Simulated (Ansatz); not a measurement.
Consider CsPbBr3 in the cubic perovskite structure (space group Pm-3m, No. 221; a = 5.770 Å). Axes: x, y, z lie along the cube axes.

Structures relaxed with Kohn–Sham DFT with the LDA functional, run in Ansatz (a quantum-chemistry and plane-wave program) with PAW and 420 eV plane waves, no SOC.

Base:

Simulated powder pattern, Co Kα, λ = 1.79026 Å (kinematic, ideal powder, no thermal factors, no anomalous dispersion; the 10 strongest lines at most, above 2 %, up to 2θ = 90°):

```csv
2θ (°),I/Imax (%),hkl
17.85,39,(100)
25.35,90,(110)
36.15,100,(200)
40.59,21,(210)
44.67,43,(211)
52.05,72,(220)
58.76,20,(310)
65.01,25,(222)
70.96,23,(321)
87.86,36,(420)
```

Modification: the cell is compressed by 1.20 % along z with no lateral relaxation, atoms relaxed at fixed cell.

After the change:

Simulated powder pattern, Co Kα, λ = 1.79026 Å (kinematic, ideal powder, no thermal factors, no anomalous dispersion; the 10 strongest lines at most, above 2 %, up to 2θ = 90°):

| 2θ (°) | I/Imax (%) | hkl |
|---|---|---|
| 17.85 | 39 | (100) |
| 25.35 | 45 | (110) |
| 25.50 | 89 | (101) |
| 31.30 | 27 | (111) |
| 36.15 | 100 | (200) |
| 36.60 | 48 | (002) |
| 44.76 | 42 | (211) |
| 52.05 | 36 | (220) |
| 52.39 | 71 | (202) |
| 65.31 | 37 | (222) |

The indices refer to the base's conventional cell; one index is shown for lines that coincide. The space group is now P4/mmm (No. 123).

The cells carry an imposed strain or load. No phonon test of stability was made. Many cubic perovskites are stable only at high temperature; tilts and polar distortions were not tested. This is not the structure that CsPbBr3 has at room temperature and ambient pressure.
